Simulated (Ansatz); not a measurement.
## A computed series for hypothetical rutile SnS2: element substitutions

The parent structure is SnS₂ in the rutile structure (space group P4_2/mnm, No. 136; a = 6.0706 Å, c = 3.7875 Å; a hypothetical phase, not in the database extracts checked).

Each row replaces one element on all its sites; cell and atoms are relaxed.

Method: Ansatz (a quantum-chemistry and plane-wave program), PBEsol, PAW, cutoff 420 eV, without spin-orbit coupling, earlier PAW set.

```json
[
 {"case": "base", "lattice parameter a": "6.071 Å", "c/a ratio": "0.624"},
 {"case": "Sn → Sb", "lattice parameter a": "5.948 Å", "c/a ratio": "0.691"},
 {"case": "S → Te", "lattice parameter a": "6.919 Å", "c/a ratio": "0.630"},
 {"case": "S → Se", "lattice parameter a": "6.415 Å", "c/a ratio": "0.623"}
]
```

No phonon test of stability was made. As relaxed here, SbS2, SnTe2 and SnSe2 are hypothetical phases, not in the database extracts checked. All final runs are without spin polarisation.
